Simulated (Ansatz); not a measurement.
## NH3 on the 1x1 (110) surface of bcc W, one in a 2x2 cell, started at the site 'hollow W-W-W'

Method: PBE (plane waves to 420 eV, PAW; Ansatz, a first-principles code).

Model: 20-atom slab, 6.6 Å thick at the start under the adsorbate (thin: gaps and levels are the slab's own), 6x6x1 mesh, Fermi-Dirac 0.1 eV, dipole correction, 8 atoms held, the rest relaxed; no symmetry held; no spin, no spin-orbit, no U, no dispersion correction. At the end it is bonded to W. In PBE it is, or lies within 0.03 eV of, the lowest of the starts that converged.

```
Property                                                                                                                                         Result
--------------------------------------------------------------------------------------  ---------------------------------------------------------------
adsorption energy against NH3(g)                                                                                                               -0.86 eV
work function of the top face                                                                                                                   2.59 eV
change of the work function                                                                                                                    -2.23 eV
change of the step from the bottom to the top vacuum level, against the clean slab                                                             -2.21 eV
energy released by relaxation                                                                                                                   0.95 eV
height of the binding atom over the mean of the host atoms within 0.3 Å of the top one                                                          2.394 Å
nearest host atoms of the binding atom                                                                            W at 2.30 Å, W at 3.67 Å, W at 3.67 Å
largest move of a host atom                                                                                                                      0.12 Å
note                                                                                    in the relaxation the adsorbate left its starting site by 1.7 Å
cost                                                                                                             about 40 core-minutes (a rough figure)
```

A negative adsorption energy means that the adsorbate is more stable on the surface than in its reference.
